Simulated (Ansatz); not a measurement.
# Convergence study of zone-centre phonons against the mesh for VH2 (Fm-3m, 3 atoms in the cell)

```xyz
3
Lattice="0.0000 2.1039 2.1039 2.1039 0.0000 2.1039 2.1039 2.1039 0.0000" Properties=species:S:1:pos:R:3 pbc="T T T"
V      0.0000     0.0000     0.0000
H      3.1558     3.1558     3.1558
H      1.0519     1.0519     1.0519
```

Method: LDA (PW92), default PAW files made with PBE (plane waves; Ansatz, an electronic-structure program).

Base settings: basis.ecutwfc = 420 eV; kpoints.mp_grid.grid = 13 13 13; hamiltonian.xc = lda; hamiltonian.pseudopotentials = {kind: paw} (the program's default PAW files); scf.occupations.method = gaussian; scf.occupations.width = 0.1 eV.

In this ladder: phonons.method = dfpt.

Frequencies are those of the unrelaxed cell, without the LO-TO term of polar crystals.

Only quantities that move along the ladder and can be compared are tabulated.

Core times come from one kind of shared machine, to one figure; runs under 30 s give none.

The starting cell comes from a database of computed structures (which also holds hypothetical and non-ambient phases and stackings), without a prior relaxation at this level. Its lattice was rescaled by up to half a per cent. Spin polarisation is off. In the base run, with a pressure of about -10 GPa the cell is away from its equilibrium volume at this level.

Steps (kpoints.mp_grid.grid): 4 4 4; 5 5 5; 6 6 6; 7 7 7; 8 8 8; 10 10 10; 16 16 16; 20 20 20; 25 25 25; 31 31 31.

**Question.** What is the coarsest kpoints.mp_grid.grid that holds the highest zone-centre frequency within 10 cm⁻¹ of the last step, with all finer ones?

**Answer.** 16 16 16; the step before is off by 12 cm⁻¹.

**Question.** What is the coarsest kpoints.mp_grid.grid that holds the lowest optical frequency within 10 cm⁻¹ of the last step, with all finer ones?

**Answer.** 7 7 7; the step before is off by 12 cm⁻¹.

```csv
kpoints.mp_grid.grid,highest zone-centre frequency (cm⁻¹),lowest optical frequency (cm⁻¹),core time / last (rough)
4 4 4,1315.8,1082.4,–
5 5 5,1316.2,1128.5,–
6 6 6,1336.9,1135.7,–
7 7 7,1323.9,1147.2,–
8 8 8,1318.4,1147.1,–
10 10 10,1340.8,1145.5,–
16 16 16,1328.3,1147.9,–
20 20 20,1329.5,1147.6,0.2
25 25 25,1328.4,1147.5,0.5
31 31 31,1329.2,1147.5,1
```

Two neighbours can agree and both be off: 4 4 4 and 5 5 5 differ by 0.5 cm⁻¹ in the highest zone-centre frequency, yet lie about 13 cm⁻¹ from the last step.

Keys are those of Ansatz 0.2.
